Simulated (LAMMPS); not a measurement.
Melts of Ag (fcc) with 25 % of Ag sites Au cooled to 300 K at several rates.

Level of theory: classical MD, pair style eam, the elements' _u3.eam files (universal-3 set of Foiles, Baskes and Daw) (LAMMPS).

| cooling rate (K/s) | energy above the crystal | state | density | coordination number of Ag by Au | rough cost |
|---|---|---|---|---|---|
| 1e+12 | 0.021 eV/atom | crystallised | 12.4 g/cm³ (one sample) | 3.09 (counted to 3.50 Å) | 40 core-minutes |
| 1e+13 | 0.075 eV/atom | glass | 12.2 g/cm³ (one sample) | 3.23 (counted to 3.70 Å) | 7 core-minutes |
| 1e+14 | 0.076 eV/atom | glass | 12.2 g/cm³ (one sample) | 3.28 (counted to 3.78 Å) | 3 core-minutes |

Costs are rough and include melting and analysis.

Caution (row 1e+12): the cell keeps the atom count and shape of the starting crystal, which eases freezing.
